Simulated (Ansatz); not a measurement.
Data:

```
CaSe
1.0
    0.00000     2.93395     2.93395
    2.93395     0.00000     2.93395
    2.93395     2.93395     0.00000
Ca Se
1 1
Direct
  0.00000   0.00000   0.00000
  0.50000   0.50000   0.50000
```

These are PBEsol, rigid bands (plane waves, PAW, scalar-relativistic; Ansatz, a first-principles code) values and carry that method's errors. Cell: cell and atoms relaxed with PBEsol.

Task: What conductivity effective mass do dilute electrons have at 300 K?

Result: 0.38 mₑ.

Task: And the band gap?

Result: 1.88 eV at this level; semilocal functionals usually fall short of the measured gap.

Rigid bands, one relaxation time for all states, no polarons. Spin-orbit coupling is left out; where it splits the top of the valence band it changes the hole mass and lowers the gap by about a third of the splitting.

Formula and space group known from diffraction (Crystallography Open Database), not checked to be the room-temperature form: CaSe (Fm-3m).
